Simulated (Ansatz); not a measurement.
**Se (P2₁/c, No. 14, 32 atoms in the cell; start mp-542605)**

Method: r²SCAN+rVV10 in Ansatz (plane waves, PAW).

Settings: plane-wave cutoff 560 eV, 4×4×2 k mesh (along the axes of the cell as run), Fermi–Dirac smearing 0.01 eV, scalar-relativistic PAW data made under PBE.

Cell (relaxed at this level):

Space group P2₁/c (No. 14); a = 9.2528 Å, b = 8.1141 Å, c = 12.9002 Å, α = 90.00°, β = 92.21°, γ = 90.00°

| atom | site | symmetry | x | y | z |
|---|---|---|---|---|---|
| Se | 4e | 1 | 0.5622 | 0.3102 | 0.4128 |
| Se | 4e | 1 | 0.7553 | 0.2746 | 0.0223 |
| Se | 4e | 1 | 0.7605 | 0.1015 | 0.1687 |
| Se | 4e | 1 | 0.0492 | 0.4165 | 0.3549 |
| Se | 4e | 1 | 0.1576 | 0.1691 | 0.4106 |
| Se | 4e | 1 | 0.1409 | 0.3410 | 0.0926 |
| Se | 4e | 1 | 0.3652 | 0.2533 | 0.1619 |
| Se | 4e | 1 | 0.6639 | 0.4780 | 0.2869 |

For Se (P2₁/c, No. 14, 32 atoms in the cell; start mp-542605), the band gap is 1.47 eV (direct).

Spin–orbit coupling is not included.

The computed numbers hold no vibrational or temperature effects.

A start named mp-… is a Materials Project structure, which need not be a measured phase.

Ansatz is a first-principles code.
